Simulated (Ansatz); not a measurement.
Functionals compared on a constructed model of the (110) surface of bcc Nb, a pseudomorphic layer of Ga in the host's stacking (bottom of the slab: a bare face, its two planes held), in Ansatz (plane waves, PAW). The structure was relaxed with PBE; the other rows are single points on it. Cutoff 420 eV (500 eV for r2SCAN).

Set-up: 7 atoms, 14.2 Å thick at the start; mesh 14x14x1; 0.1 eV smearing; dipole correction on; 2 atoms held, the rest relaxed; start symmetry kept, larger cells not searched; no spin, no spin-orbit, no U. It is one candidate, not shown to be the stable structure of the face. These notes are the PBE run's.

| functional | work function of the top face (eV) | rough cost of the single point |
|---|---|---|
| PBE | 4.50 | – |
| RPBE | 4.37 | very roughly 40 core-seconds |
| r2SCAN | 4.60 | about 80 core-seconds (a rough figure) |

Ansatz is a program for electronic structure.
